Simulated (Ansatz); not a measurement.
## Effect of isotropic strain −0.36 % on TiAl

Consider TiAl (space group P4/mmm, No. 123; a = 2.8239 Å, c = 4.0746 Å; relaxed with 0.1 eV smearing).

One thing is altered: the cell is scaled by 0.9964 in all directions, atoms relaxed at fixed cell.

Level of theory: plane-wave PAW DFT at the PBE level (Ansatz, a quantum-chemistry and plane-wave program, 420 eV), without spin-orbit coupling, earlier PAW set. Γ-centred 20×20×14 mesh, Fermi–Dirac width 0.1 eV.

* **Volume per atom**: 16.07 Å³ (base 16.25 Å³)
* **Space group**: P4/mmm (No. 123) (base P4/mmm (No. 123))
* **Shortest interatomic distance**: 2.814 Å (base 2.824 Å)
* **Energy relative to the base (free energy F)**: +0.7 meV/atom
* **Band gap**: zero (base zero)

Stability against distortions was not tested. All final runs are without spin polarisation.
